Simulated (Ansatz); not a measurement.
O vacancy (broken-bond start) in corundum: one set of geometries, relaxed with PBE, evaluated in Ansatz (PAW, plane waves to 420 eV, 500 eV under r2SCAN) with PBE, r2SCAN.

Details: 120-site cell; 2×2×2 Γ-centred k-points; start: the O site; a neighbour pushed 0.95 Å away from the vacancy; charged states image-corrected; finite-size errors of tenths of an eV; flagged in the runs: a host whose relaxation on this sampling wasn't shown to rest.

```json
[
 {"quantity": "host gap (eV)", "PBE": "5.85", "r2SCAN": "___"},
 {"quantity": "ε(+2/+1) above the VBM (eV)", "PBE": "2.44", "r2SCAN": "___"},
 {"quantity": "ε(+1/0) above the VBM (eV)", "PBE": "2.86", "r2SCAN": "___"},
 {"quantity": "largest moment on one atom at charge +1 (μB)", "PBE": "0.02", "r2SCAN": "___"},
 {"quantity": "neutral formation energy against O2 molecule in a box (eV)", "PBE": "6.72", "r2SCAN": "___"}
]
```

Task: Given the lower rungs, what does r2SCAN give?

Result: 
- host gap (eV), r2SCAN: 6.73
- ε(+2/+1) above the VBM (eV), r2SCAN: 2.77
- ε(+1/0) above the VBM (eV), r2SCAN: 3.40
- largest moment on one atom at charge +1 (μB), r2SCAN: 0.03
- neutral formation energy against O2 molecule in a box (eV), r2SCAN: 7.50

Ansatz is a program for electronic structure.
